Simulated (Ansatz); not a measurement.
# What uniaxial strain ε_zz = +2.00 % does to SnTe

Take SnTe in the rock salt structure (space group Fm-3m, No. 225; a = 6.289 Å) as the base. Axes: x, y, z lie along the cube axes.

The change: the cell is stretched by 2.00 % along z with no lateral relaxation, atoms relaxed at fixed cell.

Level of theory: PBEsol (Ansatz, a first-principles code; PAW; 420 eV plane waves; no spin-orbit coupling). Γ-centred 13×13×13 mesh, Fermi–Dirac width 0.05 eV.

- Volume per atom = 31.72 Å³ (base 31.09 Å³)
- Space group = I4/mmm (No. 139) (base Fm-3m (No. 225))
- Shortest interatomic distance = 3.145 Å (base 3.145 Å)
- Energy relative to the base (free energy F) = +4.9 meV/atom
- Pressure (mean of the normal stresses, compression positive) = -0.85 GPa (base -0.01 GPa)
- Band gap = 0.11 eV (uncertain: the edges found look like a band crossing or inverted bands; both cells) (base 0.16 eV)
- Stress (xx, yy, zz, yz, xz, xy; compression positive) = (-0.06, -0.06, -2.43, 0.00, 0.00, 0.00) GPa

Spin-orbit coupling, missing from the scalar runs, can matter with Te. Stability against distortions was not tested. The zero or small gap of SnTe can change with the level of theory.
